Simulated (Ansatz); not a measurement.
Density of states of Ge (Fd-3m) above the conduction band minimum, Ansatz (a program for electronic structure) with HSE06, rigid bands; cell volume 45.7 Å³.

(energy from edge (eV), 10⁻³ states/eV/cell): (0.006, 5.07); (0.031, 21.8); (0.056, 30.5); (0.081, 38.0); (0.106, 44.4); (0.131, 50.5); (0.156, 56.3); (0.181, 61.7); (0.206, 67.7); (0.231, 72.8); (0.256, 77.9); (0.281, 83.2); (0.319, 132); (0.344, 162); (0.369, 187); (0.394, 210); (0.419, 232); (0.444, 254); (0.469, 281); (0.494, 308); (0.519, 347); (0.544, 379); (0.569, 409); (0.594, 434)

What effective density of states at 300 K does this give (∫ g(E) exp(−E/k_BT) dE, both spins, divided by the cell's size)?

9.0e18 cm⁻³, a density-of-states mass of 0.51 mₑ, valleys and band degeneracy included.

Spin-orbit coupling is left out. Geometry: cell and atoms relaxed with PBEsol.
